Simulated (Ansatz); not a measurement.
Start from Re in the hcp (Mg type) structure (space group P6_3/mmc, No. 194; a = 2.776 Å, c = 4.481 Å; relaxed with 0.1 eV smearing). Axes: x lies along a and z along c of the hexagonal cell.

The values are results of Ansatz (a first-principles code) PBE, no spin-orbit coupling, not measurements.

One thing is altered: the cell is compressed by 3.00 % along z with no lateral relaxation; the atoms relax in the strained cell.

**Question.** Predict the stress tensor and what it implies for the stiffness.

**Answer.** Stress of the strained cell less that of the base (GPa, compression positive):
```
    7.6     0.0     0.0
    0.0     7.6     0.0
    0.0     0.0    21.6
```

Then −Δσ_ii/ε with ε = -0.0300 gives secant stiffness values (nonlinear terms included at this strain): C33 ≈ 721 GPa, C13 ≈ 253 GPa and C23 ≈ 253 GPa.

As a check, the harmonic strain energy −½ V₀ Δσ:ε is 30 meV/atom; the computed energy rise is 29 meV/atom.

Stability against distortions was not tested. All final runs are without spin polarisation.
